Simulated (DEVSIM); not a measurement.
System: Schottky contact on n-type Si, at 400 K.

```csv
layer (left to right),material,thickness (μm),Nd (cm⁻³),τn (s),τp (s)
1,Si,1.90,1.4e15,0.0001,0.0001
2,Si,36.0,1.4e18,0.0001,0.0001
```

Left contact: Schottky, work function 4.5 eV, emission velocity 4.6e6 cm/s. Right contact: ohmic. Voltage is applied to the left contact. Recombination: SRH at mid-gap, Auger. Mobility is μmin + (μ − μmin)/(1 + (N/Nref)^α).

The device is made up for the run: typed textbook-type constants, with dimensions and the other settings drawn at random. Values at 300 K; Nc and Nv go as T^1.5, mobilities as T to minus their exponent, the gap by Varshni's rule with the affinity fixed.

| parameter | Si |
|---|---|
| gap (eV) | 1.124 |
| affinity (eV) | 4.05 |
| permittivity | 11.7 |
| Nc (cm⁻³) | 2.86e19 |
| Nv (cm⁻³) | 3.1e19 |
| μn (cm²/Vs) | 1417 |
| μp (cm²/Vs) | 470 |
| μn,min | 52 |
| μp,min | 45 |
| Nref,n | 9.7e16 |
| Nref,p | 2.2e17 |
| αn | 0.68 |
| αp | 0.72 |
| T exponent of μn | 2.3 |
| T exponent of μp | 2.2 |
| Cn (cm⁶/s) | 2.8e-31 |
| Cp (cm⁶/s) | 9.9e-32 |
| Varshni α (eV/K) | 0.000473 |
| Varshni β (K) | 636 |

Simulated with DEVSIM: 1D drift-diffusion, Boltzmann statistics, complete ionisation; no tunnelling, impact ionisation, image-force lowering or self-heating. Metal contacts follow the ideal Schottky-Mott rule: no Fermi-level pinning, no interface dipoles.

Give the dark forward current.


```tsv
V (V)	J (A/cm²)
0.05	24
0.15	85
0.25	160
0.35	240
0.45	350
0.50	430
0.60	670
0.70	890
0.80	1000
0.90	1100
1.00	1200
1.10	1300
1.20	1400
1.30	1500
1.40	1600
1.45	1600
1.55	1700
1.65	1800
1.75	1900
1.85	2000
```
